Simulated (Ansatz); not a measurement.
## Several settings converged on CaPt₂ (R3m, 6 atoms in the cell)

```xyz
6
Lattice="0.0000 3.8113 3.8113 3.8113 0.0000 3.8113 3.8113 3.8113 0.0000" Properties=species:S:1:pos:R:3 pbc="T T T"
Ca     0.0289     0.0289     0.0289
Ca     1.9057     1.9057     1.9057
Pt     4.7642     2.8585     2.8585
Pt     2.8585     2.8585     4.7642
Pt     2.8585     4.7642     2.8585
Pt     4.7642     4.7642     4.7642
```

Base method: PBEsol, default PAW files made with PBE (plane waves; Ansatz, a first-principles code).

Base settings: basis.ecutwfc = 30.9 Ry; kpoints.mp_grid.grid = 8 8 8; hamiltonian.xc = pbesol; hamiltonian.pseudopotentials = {kind: paw} (the program's default PAW files); scf.occupations.method = gaussian; scf.occupations.width = 0.0073 Ry.

The count of work is k-points × plane waves × bands × iterations; it is no time. Core times come from one kind of shared machine, to one figure; runs under 30 s give none.

**The k-point mesh**

The second cell is the first with its lattice scaled by 0.98.

Only quantities that move along the ladder and can be compared are tabulated.

```csv
kpoints.mp_grid.grid,free energy less the last step's (meV/atom),energy of the compressed cell less the first (meV/atom),pressure (GPa),largest difference of a force vector from the last step's (eV/Å),count of work / last,core time / last (rough)
2 2 2,52.89,8.27,-2.87,0.032,0.019,–
3 3 3,-91.73,25.43,-1.19,0.008,0.023,–
4 4 4,-27.99,24.91,-1.22,0.003,0.049,–
6 6 6,6.84,26.14,-1.01,0.003,0.14,–
8 8 8,0.33,25.32,-1.12,0.002,0.32,0.3
9 9 9,-0.85,25.49,-1.09,0.001,0.41,0.3
11 11 11,0.11,26.12,-1.00,0.001,0.63,0.6
13 13 13,0.00,25.89,-1.03,0.000,1.0,1
```

Coarsest kpoints.mp_grid.grid that holds the free energy within 5 meV/atom of the last step, with all finer ones: 8 8 8, at 0.32 of the last step's count of work and about 0.3 of the last step's time; the step before is off by 6.8 meV/atom.

Coarsest kpoints.mp_grid.grid that holds the forces within 0.01 eV/Å of the last step, with all finer ones: 3 3 3, at 0.023 of the last step's count of work; the step before is off by 0.032 eV/Å.

Coarsest kpoints.mp_grid.grid that holds the energy of the compressed cell less the first within 0.5 meV/atom of the last step, with all finer ones: 9 9 9, at 0.41 of the last step's count of work and about 0.3 of the last step's time; the step before is off by 0.57 meV/atom.

The energy difference between the two cells stays within 1 meV/atom of the last step's from 3 3 3 on, the total only from 8 8 8 on: much of the error is common to both cells and cancels.

**The k-point mesh at a smearing width of 0.05 eV**

In this ladder: scf.occupations.width = 0.0037 Ry.

The second cell is the first with its lattice scaled by 0.98.

Only quantities that move along the ladder and can be compared are tabulated.

| kpoints.mp_grid.grid | free energy less the last step's (meV/atom) | energy of the compressed cell less the first (meV/atom) | pressure (GPa) | largest difference of a force vector from the last step's (eV/Å) | count of work / last | core time / last (rough) |
|---|---|---|---|---|---|---|
| 3 3 3 | -93.17 | 25.46 | -1.19 | 0.008 | 0.0091 | – |
| 4 4 4 | -28.35 | 24.91 | -1.22 | 0.003 | 0.020 | – |
| 5 5 5 | 1.85 | 25.90 | -1.06 | 0.002 | 0.033 | – |
| 7 7 7 | 3.80 | 25.48 | -1.11 | 0.002 | 0.076 | – |
| 10 10 10 | -0.93 | 25.85 | -1.02 | 0.000 | 0.20 | 0.2 |
| 12 12 12 | 0.78 | 26.09 | -1.00 | 0.001 | 0.33 | 0.3 |
| 18 18 18 | 0.00 | 25.86 | -1.04 | 0.000 | 1.0 | 1 |

Coarsest kpoints.mp_grid.grid that holds the forces within 0.005 eV/Å of the last step, with all finer ones: 4 4 4, at 0.020 of the last step's count of work; the step before is off by 0.008 eV/Å.

Coarsest kpoints.mp_grid.grid that holds the pressure within 0.1 GPa of the last step, with all finer ones: 5 5 5, at 0.033 of the last step's count of work; the step before is off by 0.18 GPa.

Coarsest kpoints.mp_grid.grid that holds the energy of the compressed cell less the first within 0.5 meV/atom of the last step, with all finer ones: 5 5 5, at 0.033 of the last step's count of work; the step before is off by 0.94 meV/atom.

The energy difference between the two cells stays within 1 meV/atom of the last step's from 3 3 3 on, the total only from 10 10 10 on: much of the error is common to both cells and cancels.

**The mesh under tetrahedron occupations**

In this ladder: scf.occupations.method = tetrahedron; scf.occupations.width = default.

Only quantities that move along the ladder and can be compared are tabulated.

| kpoints.mp_grid.grid | free energy less the last step's (meV/atom) | pressure (GPa) | count of work / last |
|---|---|---|---|
| 3 3 3 | -75.37 | -1.84 | 0.019 |
| 4 4 4 | -28.85 | -1.44 | 0.046 |
| 5 5 5 | -0.93 | -1.19 | 0.060 |
| 7 7 7 | 2.32 | -1.01 | 0.15 |
| 11 11 11 | -0.23 | -1.04 | 0.51 |
| 14 14 14 | 0.00 | -1.05 | 1.0 |

Coarsest kpoints.mp_grid.grid that holds the pressure within 0.5 GPa of the last step, with all finer ones: 4 4 4, at 0.046 of the last step's count of work; the step before is off by 0.79 GPa.

Coarsest kpoints.mp_grid.grid that holds the free energy within 1 meV/atom of the last step, with all finer ones: 11 11 11; the step before is off by 2.3 meV/atom.

On the base run: the starting cell comes from a database of computed structures (which also holds hypothetical and non-ambient phases and stackings), without a prior relaxation at this level. Its lattice was rescaled by up to half a per cent. One atom was moved a little off its site on purpose. Spin polarisation is off. Ansatz's pressure includes its estimate of the finite-basis (Pulay) stress.

Keys are those of Ansatz 0.2.
